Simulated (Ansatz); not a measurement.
Start from BN in the zinc blende structure (space group F-43m, No. 216).

```
BN
1.0
    0.00000     1.80284     1.80284
    1.80284     0.00000     1.80284
    1.80284     1.80284     0.00000
B N
1 1
Direct
  0.00000   0.00000   0.00000
  0.25000   0.25000   0.25000
```

Cartesian axes are those of the cell as printed.

Level of theory: PBEsol, PAW, 420 eV (Ansatz, a first-principles code; spin-orbit coupling left out).

Strains are applied to the cell and any free atomic positions relax; under biaxial strain the out-of-plane vector relaxes too.

One change was made to it. Results:

The valley order (the lowest conduction-band minima on the path, energy above the VBM, named in the base's zone) changes from X along ⟨100⟩ 4.30 eV to X along [010] 4.12 eV; X along [001] 4.51 eV; the smallest direct gap drops by 0.02 eV to 8.79 eV; the shortest interatomic distance shrinks by 0.012 Å, from 1.561 Å to 1.549 Å; the pressure (mean of the normal stresses, compression positive) goes from zero to 9.41 GPa.

Question: What was done to the base?
A) biaxial strain −1.50 %, plane normal [001], relaxed out of plane
B) biaxial strain +1.00 %, plane normal [001], relaxed out of plane
C) biaxial strain −0.50 %, plane normal [001], relaxed out of plane
D) biaxial strain −3.00 %, plane normal [001], relaxed out of plane
E) biaxial strain +3.00 %, plane normal [001], relaxed out of plane

Answer: A, biaxial strain −1.50 %, plane normal [001], relaxed out of plane. For comparison, the valley order in the other runs: biaxial strain −3.00 %, plane normal [001], relaxed out of plane gives X along [010] 3.93 eV; X along [001] 4.74 eV; biaxial strain −0.50 %, plane normal [001], relaxed out of plane gives X along [010] 4.24 eV; X along [001] 4.37 eV; biaxial strain +1.00 %, plane normal [001], relaxed out of plane gives X along [001] 4.02 eV; X along [100] 4.27 eV; biaxial strain +3.00 %, plane normal [001], relaxed out of plane gives X along [001] 3.52 eV; X along [100] 4.24 eV.

Gaps are read on the SCF mesh and a high-symmetry path. Stability against distortions was not tested.
